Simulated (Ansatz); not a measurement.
Results of LDA (Ansatz, a first-principles code, plane waves, PAW) for TiO₂ (I4₁/amd, No. 141, 6 atoms in the cell; start mp-34688; metastable phase).

Numerical settings: plane-wave cutoff 520 eV, 10×10×8 k mesh (along the axes of the cell as run), Fermi–Dirac smearing 0.01 eV, no spin polarisation, scalar-relativistic PAW data made under PBE.

Cell (relaxed at this level):

```xyz
6
Lattice="2.6442 -2.6443 -0.0197 2.6442 2.6443 -0.0197 -2.6083 0.0000 4.7469" Properties=species:S:1:pos:R:3 pbc="T T T"
Ti     1.9921     1.9831     1.1670
Ti     0.6880    -1.9831     3.5405
O     -0.6370    -0.6608     3.1533
O      3.3171     0.6608     1.5542
O      2.0130    -0.6608     3.9276
O      0.6671     0.6608     0.7798
```

Q: Predict the band gap, direct gap at Γ and bulk modulus.

A: 
- band gap = 2.10 eV (on the SCF k mesh)
- direct gap at Γ = 2.60 eV
- bulk modulus = 191 GPa

Note: the relaxation could not lower the start's symmetry, so the cell can be a saddle point above a distorted one; the bulk modulus is −V dP/dV from two relaxed cells at ±2 % in volume.

Static lattice: no zero-point or thermal effects.

The result took very roughly 6 core-minutes.

A start named mp-… is a Materials Project structure, which need not be a measured phase.
